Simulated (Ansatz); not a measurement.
Consider MgS in the rock salt structure (space group Fm-3m, No. 225; a = 5.1821 Å).

The values are results of PBEsol, PAW, 420 eV (Ansatz, a quantum-chemistry and plane-wave program; scalar-relativistic without spin-orbit coupling), not measurements.

For the base:

- Valley order = X along ⟨100⟩ 2.73 eV; Γ 3.69 eV
- Volume per atom = 17.40 Å³

It is then changed as follows: a hydrostatic pressure of 3 GPa.

**Question.** What happens to the valley order?

**Answer.** The valley order (the lowest conduction-band minima on the path, energy above the VBM, named in the base's zone) becomes X along ⟨100⟩ 2.80 eV; Γ 3.98 eV (base: X along ⟨100⟩ 2.73 eV; Γ 3.69 eV).

**Question.** Estimate the effect on the volume per atom.

**Answer.** The volume per atom decreases by 0.613 Å³ to 16.78 Å³.

The levels and masses belong to the bands next to the band gap. Load acts through the strain it causes; cell and atoms are relaxed under it. No phonon test of stability was made. The base started in P3_121 and relaxed to Fm-3m at this level.
